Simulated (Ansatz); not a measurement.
Defect: interstitial Na in monoclinic ZrO2 with all lengths changed by +1 %, charge state +1. Level of theory: PBE, PAW (plane waves to 420 eV; Ansatz, a program for electronic structure).

96-site cell at the strained lattice (strain from the relaxed PBE one, atoms relaxed), the Γ point alone, smearing 0.01 eV, spin-restricted, no finite-size correction. No zero-point or tunnelling terms. The charge state is imposed; whether it is stable for some Fermi level was not computed. Sites that were not tried may lie lower.

Barriers: single points on a 2×2×2 k-point mesh shifted by half a step at the bands' geometries.

The step: one Na atom jumps by itself. Atoms about the jump, Cartesian Å from the middle of the jump, before and after:

```
atom     x0     y0     z0     x1     y1     z1
----  -----  -----  -----  -----  -----  -----
Na1   -0.64   0.24  -0.38   0.64  -0.24   0.38
O2    -0.50  -1.71   0.80  -0.59  -1.83   0.88
O3     0.59   1.83  -0.88   0.50   1.71  -0.80
O4    -0.02   0.91   1.84  -0.07   0.98   1.92
O5     0.07  -0.98  -1.92   0.02  -0.91  -1.84
Zr6    1.87   0.25  -1.65   1.86   0.28  -1.78
Zr7   -1.86  -0.28   1.78  -1.87  -0.25   1.65
O8     2.42  -1.26  -0.18   2.46  -1.28  -0.25
O9    -2.46   1.28   0.25  -2.42   1.26   0.18
Zr10   1.26   2.42   1.11   1.27   2.48   1.12
Zr11  -1.27  -2.48  -1.12  -1.26  -2.42  -1.11
O12    2.88   1.29   0.12   2.83   1.27   0.11
O13   -2.83  -1.27  -0.11  -2.88  -1.29  -0.12
Zr14   1.21  -2.87   1.13   1.23  -3.00   1.16
Zr15  -1.23   3.00  -1.16  -1.21   2.87  -1.13
O16    1.94  -1.36   2.50   1.91  -1.34   2.41
O17   -1.91   1.34  -2.41  -1.94   1.36  -2.50
O18    0.46  -3.59  -0.78   0.46  -3.59  -0.77
O19   -0.46   3.59   0.77  -0.46   3.59   0.78
O20   -0.94  -0.95   3.51  -0.97  -0.92   3.49
O21    0.97   0.92  -3.49   0.94   0.95  -3.51
Zr22   3.54  -0.24   1.54   3.58  -0.25   1.51
Zr23  -3.58   0.25  -1.51  -3.54   0.24  -1.54
Zr24   0.80   0.24   3.78   0.77   0.26   3.78
Zr25  -0.77  -0.26  -3.78  -0.80  -0.24  -3.78
O26    2.37   1.36   2.80   2.35   1.38   2.79
O27   -2.35  -1.38  -2.79  -2.37  -1.36  -2.80
```

Question: Where do these atoms stand at the saddle point, and how high is it?

Answer: 
```
atom      x      y      z
----  -----  -----  -----
Na1   -0.01  -0.01   0.01
O2    -0.59  -1.82   0.89
O3     0.57   1.81  -0.87
O4    -0.03   0.94   1.91
O5     0.01  -0.95  -1.89
Zr6    1.89   0.27  -1.73
Zr7   -1.92  -0.28   1.74
O8     2.37  -1.24  -0.19
O9    -2.39   1.23   0.21
Zr10   1.27   2.46   1.13
Zr11  -1.29  -2.47  -1.11
O12    2.86   1.29   0.11
O13   -2.89  -1.31  -0.10
Zr14   1.20  -2.92   1.15
Zr15  -1.22   2.91  -1.14
O16    1.92  -1.36   2.49
O17   -1.94   1.35  -2.47
O18    0.44  -3.58  -0.77
O19   -0.46   3.57   0.79
O20   -0.98  -0.94   3.52
O21    0.96   0.92  -3.50
Zr22   3.52  -0.24   1.53
Zr23  -3.54   0.22  -1.52
Zr24   0.78   0.24   3.79
Zr25  -0.80  -0.26  -3.77
O26    2.37   1.37   2.80
O27   -2.39  -1.38  -2.78
```
It lies 0.14 eV above the start and 0.14 eV above the end. The saddle point's order was not checked, and it lies on a symmetry element of the cell, where a band can be held.
